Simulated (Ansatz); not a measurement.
System: NiO2 (R-3m, No. 166, 3 atoms in the cell; start mp-35925). Method: PBEsol (PAW; Ansatz, an electronic-structure program).

The run printed, among other lines:

```
Crystal: 3 atoms, lattice volume = 37.365 Å³
Basis set: ecut = 520 eV, 999 PW (Γ), FFT grids on a1−a3, a2−a3, a3, exchange–correlation on 48×48×90 points (8 copies of the dense FFT grid, shifted against one another)
Bands: 19, of which v1, the nominal top of the filled ones, is band 15 counted from 1 (14 counted from 0)
Symmetry: 12 space group operations
Space group: R-3m (ITA 166), of the structure as read, at distance tolerance 3.3e-5 Å
k-points: 288 of 2744
Functional: x = pbesol(κ = 0.804, μ = 0.12345679012345678), c = pbesol(β = 0.046)
SCF iter   1: F=—  HF=-6923.869099 eV  |F-HF|=—  |Δ(HF+E_count)|=         —  Δρ=1.40e-2  dr2=3.74e-2
SCF iter   2: F=—  HF=-6923.855040 eV  |F-HF|=—  |Δ(HF+E_count)|=   1.41e-2  Δρ=3.26e-3  dr2=1.84e-3
  ...
SCF iter   7: F=—  HF=-6923.854784 eV  |F-HF|=—  |Δ(HF+E_count)|=   3.94e-6  Δρ=6.19e-6  dr2=6.62e-9
SCF iter   8: F=-6923.854784 eV  HF=-6923.854784 eV  |F-HF|=1.05e-10  |Δ(HF+E_count)|=   7.71e-9  Δρ=1.16e-6  dr2=2.14e-10
SCF 1 converged in 8 iterations: F = -6923.854784 eV  dr2 = 2.14e-10
SCF converged after 8 iterations
Free energy (F): -6923.854784 eV
Internal energy: -6923.854784 eV  (E = F + TS)
E sigma→0 (E₀):  -6923.854784 eV
Fermi energy:    5.293573 eV
--- Forces (eV/Å), atoms counted from 1 ---
  atom   1  Ni     0.00000000    -0.00000000    -0.00000000
  atom   2  O     -0.00000000     0.00000000    -0.00025840
  atom   3  O      0.00000000    -0.00000000     0.00025840
--- Stress (GPa, compression-positive) ---
        0.001545       0.000000       0.000000
        0.000000       0.001545      -0.000000
        0.000000      -0.000000       0.001223
  P = ⅓ Tr σ = 0.0014 GPa (0.014 kbar)
```

### Question
Write an input file that could have produced this run (the log leaves some choices open).

### Answer
One answer among several that fit: 
Ansatz 0.2 input:
```yaml
crystal:
  lattice:
    - [1.3916184157, 0.8034512669, 5.5697511476]
    - [-1.3916184157, 0.8034512669, 5.5697511476]
    - [0.0, -1.6069025338, 5.5697511476]
  atoms:
    - { symbol: Ni, position: [0.0, 0.0, 0.0] }
    - { symbol: O, position: [0.6108001722, 0.6108001722, 0.6108001722] }
    - { symbol: O, position: [0.3891998278, 0.3891998278, 0.3891998278] }
basis:
  ecutwfc: 520
  ecutrho_ratio: 4
  xc_grid: 2
kpoints:
  mp_grid: { grid: [14, 14, 14] }
  band_path:
    path:
      - [0.0, 0.0, 0.0]
      - [0.1, 0.1, 0.1]
      - [0.2, 0.2, 0.2]
      - [0.3, 0.3, 0.3]
      - [0.4, 0.4, 0.4]
      - [0.5, 0.5, 0.5]
      - [0.521297, 0.478703, 0.5]
      - [0.542595, 0.457405, 0.5]
      - [0.563892, 0.436108, 0.5]
      - [0.58519, 0.41481, 0.5]
      - [0.606487, 0.393513, 0.5]
      - [0.627784, 0.372216, 0.5]
      - [0.649082, 0.350918, 0.5]
      - [0.670379, 0.329621, 0.5]
      - [0.691676, 0.308324, 0.5]
      - [0.712974, 0.287026, 0.5]
      - [0.734271, 0.265729, 0.5]
      - [0.755569, 0.244431, 0.5]
      - [0.776866, 0.223134, 0.5]
      - [0.798163, 0.201837, 0.5]
      - [0.819461, 0.180539, 0.5]
      - [0.5, -0.180539, 0.180539]
      - [0.5, -0.157972, 0.157972]
      - [0.5, -0.135404, 0.135404]
      - [0.5, -0.112837, 0.112837]
      - [0.5, -0.09027, 0.09027]
      - [0.5, -0.067702, 0.067702]
      - [0.5, -0.045135, 0.045135]
      - [0.5, -0.022567, 0.022567]
      - [0.5, 0.0, 0.0]
      - [0.461538, 0.0, 0.0]
      - [0.423077, 0.0, 0.0]
      - [0.384615, 0.0, 0.0]
      - [0.346154, 0.0, 0.0]
      - [0.307692, 0.0, 0.0]
      - [0.269231, 0.0, 0.0]
      - [0.230769, 0.0, 0.0]
      - [0.192308, 0.0, 0.0]
      - [0.153846, 0.0, 0.0]
      - [0.115385, 0.0, 0.0]
      - [0.076923, 0.0, 0.0]
      - [0.038462, 0.0, 0.0]
      - [0.021267, -0.021267, 0.0]
      - [0.042534, -0.042534, 0.0]
      - [0.063801, -0.063801, 0.0]
      - [0.085067, -0.085067, 0.0]
      - [0.106334, -0.106334, 0.0]
      - [0.127601, -0.127601, 0.0]
      - [0.148868, -0.148868, 0.0]
      - [0.170135, -0.170135, 0.0]
      - [0.191402, -0.191402, 0.0]
      - [0.212669, -0.212669, 0.0]
      - [0.233935, -0.233935, 0.0]
      - [0.255202, -0.255202, 0.0]
      - [0.276469, -0.276469, 0.0]
      - [0.297736, -0.297736, 0.0]
      - [0.319003, -0.319003, 0.0]
      - [0.34027, -0.34027, 0.0]
      - [0.65973, 0.0, 0.34027]
      - [0.636912, 0.0, 0.363088]
      - [0.614093, 0.0, 0.385907]
      - [0.591275, 0.0, 0.408725]
      - [0.568456, 0.0, 0.431544]
      - [0.545637, 0.0, 0.454363]
      - [0.522819, 0.0, 0.477181]
      - [0.5, 0.0, 0.5]
      - [0.464286, 0.0, 0.464286]
      - [0.428571, 0.0, 0.428571]
      - [0.392857, 0.0, 0.392857]
      - [0.357143, 0.0, 0.357143]
      - [0.321429, 0.0, 0.321429]
      - [0.285714, 0.0, 0.285714]
      - [0.25, 0.0, 0.25]
      - [0.214286, 0.0, 0.214286]
      - [0.178571, 0.0, 0.178571]
      - [0.142857, 0.0, 0.142857]
      - [0.107143, 0.0, 0.107143]
      - [0.071429, 0.0, 0.071429]
      - [0.035714, 0.0, 0.035714]
    npoints: 1
hamiltonian:
  xc: pbesol
  dispersion: none
  pseudopotentials: { kind: paw }
scf:
  occupations: { method: fermi_dirac, width: 0.01 }
  convergence: { dr2_threshold: 0.0000000003 }
output:
  forces: true
  stress: true
  eigenvalues: true
  write_bands: true
```

The PAW data were made under PBE.

Note: the cell has widely spaced layers and the level no dispersion term, so their spacing and the moduli can rest on weak binding.

A start named mp-… is a Materials Project structure, which need not be a measured phase.
